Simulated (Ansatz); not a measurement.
F_O (metastable anatase TiO2 host)

These are PBE, PAW (plane waves to 420 eV; Ansatz, a program for electronic structure) values and carry that method's errors. Cell: 108 sites, 3×3×1 repeats of a cell of 12 atoms; final energies on a 2×2×2 shifted mesh. Site at the start: the O site. Energies of charged states are corrected for periodic images (point charge plus alignment at distant sites). Dielectric constants: PBE linear response of the host. Host gap at this level: 2.13 eV. A cell of this size leaves errors of a few tenths of an eV. PBE underestimates the host's gap, which shifts levels and can delocalise carriers. Spin–orbit coupling is left out, and no Hubbard U is applied to the open shells. Each state is the lowest found from its start.

Charges with a result: +1, 0, −1. Others weren't obtained, and one of them could lie lower, also by skipping a charge.

```tsv
charge	moment (μB)	largest move off a lattice site (Å)	image correction with alignment (eV)
+1	not spin-polarised	0.14	0.01
0*	fractional	0.14	–
−1*	not spin-polarised	0.14	–
```

* At this level the carrier isn't localised at the defect: at charge 0 electrons occupy the conduction band; at charge −1 electrons occupy the conduction band. Such a state is shallow or no state of the defect, and this cell gives it no level.

Flagged in the runs: a host whose relaxation on this sampling wasn't shown to rest.

All states together cost about 4 core-hours (a rough figure).
